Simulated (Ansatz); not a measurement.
For TaSi₂ (P6₄22, No. 181), PBEsol (PAW; Ansatz, a quantum-chemistry and plane-wave program) gives:

- lattice parameter a = 4.763 Å
- c axis length = 6.554 Å
- cohesive energy = 6.86 eV/atom

Q: What does r²SCAN+rVV10 in Ansatz (plane waves, PAW) give for the same quantities?

A: 
- lattice constant a: 4.771 Å (rises by 0.2 %)
- lattice parameter c: 6.550 Å (shrinks by 0.1 %)
- cohesive energy: 6.47 eV/atom (decreases by 0.39 eV/atom)

Changes are worked out from the printed values.

Unless a cell is named, each level is at its own relaxed cell (PBEsol 14.31, r²SCAN+rVV10 14.35 Å³/atom).

Levels without +SOC leave out spin–orbit coupling, which shifts energies and cells of such heavy elements.

Ansatz's density-functional and Hartree–Fock values are scalar-relativistic unless marked +SOC, with PAW data made under PBE.
